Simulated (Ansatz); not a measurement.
## Worked example: self-consistent single point of BiSb (R3m, 2 atoms in the cell) in Ansatz

Method of the run: PBEsol, default PAW files made with PBE (plane waves; Ansatz, a quantum-chemistry and plane-wave program).

Input as run:

Ansatz 0.2 input:
```yaml
# BiSb
crystal:
  lattice:
    - [2.215164, 1.278925, 3.955274]
    - [-2.215164, 1.278925, 3.955274]
    - [0.000000, -2.557850, 3.955274]
  atoms:
    - { symbol: Sb, position: [0.772241, 0.772241, 0.772241] }
    - { symbol: Bi, position: [0.231960, 0.231960, 0.231960] }
basis:
  ecutwfc: 420.0 eV
kpoints:
  mp_grid: { grid: [7, 7, 7] }
hamiltonian:
  xc: pbesol
  pseudopotentials: { kind: paw }
scf:
  occupations: { method: fermi_dirac, width: 0.1 eV }
output:
  forces: true
  eigenvalues: true
  stress: true
```

Output, abridged:

```
WARN ansatz: RAYON_NUM_THREADS=1 ignored (pool sized by the plan → 1); use --threads N
Pseudopotentials: kind: paw
Pseudopotential: Sb, paw, valence charge 15
Pseudopotential: Bi, paw, valence charge 15
Crystal: 2 atoms, lattice volume = 67.232 Å³
Basis set: ecut = 420 eV, 1309 PW (Γ), exchange–correlation on 64×64×64 points (8 copies of the dense FFT grid, shifted against one another)
Bands: 19, of which v1, the nominal top of the filled ones, is band 15 counted from 1 (14 counted from 0)
Symmetry: 6 space group operations
Space group: R3m (ITA 160), of the structure as read, at distance tolerance 4.1e-5 Å
k-points: 44 of 343 (time reversal used)
PAW frozen core: Sb, regenerated for the run's functional, and the local potential with it
PAW frozen core: Bi, regenerated for the run's functional, and the local potential with it
Initial density: superposition of atomic densities (neutral atoms: chi_scale 0, normalization atom), corrected by the library's trained network
Initial wavefunctions: pseudopotential atomic-orbital guess
Eigensolver: davidson
Functional: x = pbesol(κ = 0.804, μ = 0.12345679012345678), c = pbesol(β = 0.046)
SCF iter   1: F=—  HF=-18650.089076 eV  |F-HF|=—  |Δ(HF+E_count)|=         —  Δρ=2.35e-3  dr2=4.75e-3  ethr=1.77e-3  ⟨swp⟩=5.9  Hψ=4275  notcnv=0
all-band conjugate gradients solve this SCF's bands
preconditioner: auto → none
SCF iter   2: F=—  HF=-18650.086042 eV  |F-HF|=—  |Δ(HF+E_count)|=   3.03e-3  Δρ=1.04e-3  dr2=7.54e-4  ethr=1.58e-5  ⟨swp⟩=2.7  Hψ=1840  notcnv=0
SCF iter   3: F=—  HF=-18650.085976 eV  |F-HF|=—  |Δ(HF+E_count)|=   6.67e-5  Δρ=3.03e-4  dr2=8.53e-5  ethr=2.51e-6  ⟨swp⟩=2.2  Hψ=1402  notcnv=0
SCF iter   4: F=—  HF=-18650.085953 eV  |F-HF|=—  |Δ(HF+E_count)|=   2.27e-5  Δρ=9.91e-5  dr2=4.70e-6  ethr=2.84e-7  ⟨swp⟩=2.0  Hψ=1277  notcnv=0
SCF iter   5: F=—  HF=-18650.085956 eV  |F-HF|=—  |Δ(HF+E_count)|=   2.82e-6  Δρ=3.28e-5  dr2=4.75e-7  ethr=1.57e-8  ⟨swp⟩=2.0  Hψ=1498  notcnv=0
SCF iter   6: F=-18650.085956 eV  HF=-18650.085956 eV  |F-HF|=4.40e-8  |Δ(HF+E_count)|=   9.41e-8  Δρ=9.60e-6  dr2=2.72e-8  ethr=3.33e-10  ⟨swp⟩=7.0  Hψ=4490  notcnv=0
SCF 1 converged in 6 iterations: F = -18650.085956 eV  dr2 = 2.72e-8
SCF converged after 6 iterations
Free energy (F): -18650.085956 eV
Harris-Foulkes:  -18650.085956 eV  (|F-HF|=4.40e-8)
Internal energy: -18650.079813 eV  (E = F + TS)
E sigma→0 (E₀):  -18650.082884 eV
Entropy (-TS):   -0.006143 eV (-3.072 meV/atom)
Fermi energy:    9.293770 eV
--- Per-component energies (eV) ---
  E_band       = -292.477664
  E_kinetic    = 509.823657
  E_local      = -3227.648286  (includes V_loc(G=0)·N_el)
  E_nonlocal   = 925.922726
  E_hartree    = 1260.626490
  E_xc         = -287.505227
  E_vxc        = -240.432624  (∫ρ·V_xc dr)
  E_paw        = -15009.206464  (= ΣΔE_a)
  E_vpaw       = -781.399850  (= ΣTr[D̂ρ^β])
  E_aug_tail   = -0.000459  (compensation charges beyond the density's cutoff)
  E_ewald      = -2822.513859
  E_core_change = 0.421609  (= ΣΔE_core)
  E_smearing   = -0.006143  (= −TS)
  E_closure    = -0.000000  (closes the sum)
  Σ components = -18650.085956   (vs F -18650.085956, Δ=0.00e0)
--- Forces (eV/Å), atoms counted from 1 ---
  atom   1  Sb     0.00000000    -0.00000000    -0.38898756
  atom   2  Bi     0.00000000     0.00000000     0.38898154
  max |Σ_I F_I| component: 6.02e-6 eV/Å
--- Stress (GPa, compression-positive) ---
       -0.130755       0.000000      -0.000000
        0.000000      -0.130755      -0.000000
       -0.000000      -0.000000      -0.556377
  P = ⅓ Tr σ = -0.2726 GPa (-2.726 kbar)
  The stress holds the Pulay correction. Without it, at fixed plane waves, as pw.x and ABINIT print it: P = -0.3013 GPa
--- Band table (eV; the first three rows and the last of 44) ---
  k-point 0: bands = ["-19.5654", "-19.5654", "-19.5427", "-19.5427", "-19.5314", "-13.5640", "-13.5640", "-13.5451", "-13.5451", "-13.5448", "-3.5695", "3.1581", "7.6179", "7.8898", "7.8898", "11.2743", "12.0579", "12.0579", "14.9835"]
  k-point 1: bands = ["-19.5651", "-19.5647", "-19.5425", "-19.5425", "-19.5310", "-13.5664", "-13.5632", "-13.5457", "-13.5453", "-13.5429", "-3.3744", "2.6057", "7.6398", "7.8176", "7.9448", "11.1213", "11.5357", "11.7189", "14.1594"]
  k-point 2: bands = ["-19.5645", "-19.5631", "-19.5422", "-19.5420", "-19.5302", "-13.5719", "-13.5624", "-13.5466", "-13.5444", "-13.5391", "-2.8158", "1.3672", "7.5339", "7.6841", "8.3082", "10.1603", "10.7729", "11.0107", "14.5822"]
  k-point 43: bands = ["-19.5648", "-19.5642", "-19.5412", "-19.5409", "-19.5303", "-13.5716", "-13.5678", "-13.5428", "-13.5414", "-13.5411", "-2.4158", "0.5430", "6.3479", "7.7836", "8.5809", "10.4210", "10.7162", "12.3852", "15.4494"]
```

The run converged in 6 iterations.

The starting cell comes from a database of computed structures (which also holds hypothetical and non-ambient phases and stackings), without a prior relaxation at this level. Its lattice was rescaled by up to half a per cent. One atom was moved a little off its site on purpose. Spin-orbit coupling is off. Ansatz's pressure includes its estimate of the finite-basis (Pulay) stress. A gap is left out here, as mesh or smearing make it unsure.
